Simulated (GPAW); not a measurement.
## Worked example: self-consistent single point of V (Im-3m, 1 atom in the cell) in GPAW

Method of the run: PBE, GPAW PAW datasets PBE (gpaw-data 1.0.1) (plane waves; GPAW).

This input was run:

```python
from ase import Atoms
from ase.units import GPa
from gpaw import GPAW

atoms = Atoms(['V'],
              cell=[[-1.507425, 1.507425, 1.507425],
                    [1.507425, -1.507425, 1.507425],
                    [1.507425, 1.507425, -1.507425]],
              scaled_positions=[[0.000000, 0.000000, 0.000000]],
              pbc=True)

calc = GPAW(mode={'name': 'pw', 'ecut': 850},
            xc='PBE',
            kpts=(11, 11, 11),
            occupations={'name': 'methfessel-paxton', 'width': 0.1, 'order': 0},
            nbands=-5,
            convergence={'density': 1e-05},
            symmetry={'symmorphic': False, 'tolerance': 0.0005},
            maxiter=150)

atoms.calc = calc

energy = atoms.get_potential_energy()
print('Energy (eV):', round(energy, 6))
forces = atoms.get_forces()
print('Forces (eV/Ang):')
print(forces.round(5))
stress = atoms.get_stress()
print('Stress (GPa, Voigt):', (stress / GPa).round(4))
```

Log, with long lists cut:

```
Input parameters:
  convergence: {density: 1e-05}
  kpts: [11 11 11]
  maxiter: 150
  mode: {ecut: 850,
         name: pw}
  nbands: -5
  occupations: {name: methfessel-paxton,
                order: 0,
                width: 0.1}
  symmetry: {symmorphic: False,
             tolerance: 0.0005}
  xc: PBE

species:
  V:
    name: Vanadium
    Z: 23.0
    valence: 13
    core: 10
    charge: 0.0
    file: V.PBE.gz

    # Using partial waves for V as LCAO basis

Reference energy: -25820.495562  # eV

Spin-paired calculation

Convergence criteria:
 Maximum [total energy] change in last 3 cyles: 0.0005 eV / valence electron
 Maximum integral of absolute [dens]ity change: 1e-05 electrons / valence electron
 Maximum integral of absolute [eigenst]ate change: 4e-08 eV^2 / valence electron
 Maximum number of scf [iter]ations: 150

Symmetries present (total): 48
Symmetries with fractional translations: 0
1331 k-points: 11 x 11 x 11 Monkhorst-Pack grid
56 k-points in the irreducible part of the Brillouin zone
       k-points in crystal coordinates                weights
   0:     0.00000000    0.00000000    0.00000000          1/1331
   1:     0.09090909    0.00000000    0.00000000         12/1331
   2:     0.09090909    0.09090909   -0.09090909          6/1331
   [... 7 lines left out ...]
          ...
  55:     0.45454545    0.45454545    0.45454545          8/1331

Wave functions: Plane wave expansion
  Cutoff energy: 850.000 eV
  Number of coefficients (min, max): 751, 782
  Pulay-stress correction: 0.000000 eV/Ang^3 (de/decut=0.000000)

Occupation numbers: Methfessel-Paxton:
  width: 0.1000  # eV
  order: 0

Eigensolver

Densities:
  Coarse grid: 18*18*18 grid
  Fine grid: 36*36*36 grid
  Total Charge: 0.000000

Density mixing:
  Method: separate
  Backend: pulay
  Linear mixing parameter: 0.05
  old densities: 5
  Damping of long wavelength oscillations: 50

Hamiltonian:
  XC and Coulomb potentials evaluated on a 36*36*36 grid
  External potential:
    NoExternalPotential

XC parameters: PBE with 2 nearest neighbor stencil

Number of atoms: 1
Number of atomic orbitals: 13
Number of bands in calculation: 11
Number of valence electrons: 13
Bands to converge: occupied

Density initialized from atomic densities
  11 bands from LCAO basis set

Atomic positions and initial magnetic moments

Positions:
   0 V      0.000000    0.000000    0.000000    ( 0.0000,  0.0000,  0.0000)

Unit cell:
           periodic     x           y           z      points  spacing
  1. axis:    yes   -1.507425    1.507425    1.507425    18     0.1184
  2. axis:    yes    1.507425   -1.507425    1.507425    18     0.1184
  3. axis:    yes    1.507425    1.507425   -1.507425    18     0.1184

  Lengths:   2.610937   2.610937   2.610937
  Angles:  109.471221 109.471221 109.471221

Effective grid spacing dv^(1/3) = 0.1329

     iter     time        total  log10-change:
                         energy   eigst   dens
iter:   1 --:--:--    -8.800833
iter:   2 --:--:--    -8.767782   -0.33  -1.44
iter:   3 --:--:--    -8.655446   -0.45  -1.47
iter:   4 --:--:--    -8.530155   -2.03  -1.65
iter:   5 --:--:--    -8.522609   -2.80  -1.87
iter:   6 --:--:--    -8.509795   -2.07  -1.95
iter:   7 --:--:--    -8.511057   -3.21  -3.15
iter:   8 --:--:--    -8.509930c  -4.29  -2.73
iter:   9 --:--:--    -8.509573c  -3.86  -3.03
iter:  10 --:--:--    -8.509567c  -5.40  -3.61
iter:  11 --:--:--    -8.509564c  -7.28  -4.35
iter:  12 --:--:--    -8.509564c  -7.71c -4.83
iter:  13 --:--:--    -8.509564c  -9.22c -5.57c

Converged after 13 iterations.

Dipole moment: (0.000000, 0.000000, -0.000000) |e|*Ang

Energy contributions relative to reference atoms: (reference = -25820.495562)

Kinetic:         -2.919834
Potential:       +1.946437
External:        +0.000000
XC:              -7.676740
Entropy (-ST):   -0.009141
Local:           +0.145144
SIC:             +0.000000
--------------------------
Free energy:     -8.514134
Extrapolated:    -8.509564

Showing only first 2 kpts
 Kpt  Band  Eigenvalues  Occupancy
  0     4      2.76050    2.00000
  0     5      9.69213    0.00000
  0     6      9.69213    0.00000
  0     7      9.69213    0.00000

  1     4      3.08332    2.00000
  1     5      9.55741    0.00004
  1     6      9.65742    0.00000
  1     7      9.92156    0.00000

Fermi level: 9.26698

No gap
No difference between direct/indirect transitions
Energy (eV): -8.509564

Forces in eV/Ang:
  0 V    -0.00000   -0.00000   -0.00000

Stress tensor:
     0.011512     0.000000    -0.000000
     0.000000     0.011512     0.000000
    -0.000000     0.000000     0.011512
Stress (GPa, Voigt): [ 1.8444  1.8444  1.8444  0.     -0.      0.    ]
```

The run converged in 13 iterations. GPAW prints stress with tension positive.

The starting cell has typed, rounded lattice constants, without a prior relaxation at this level. Its lattice was rescaled by up to half a per cent. Spin polarisation is off.

Cost on one core of a shared machine: roughly 30 s.
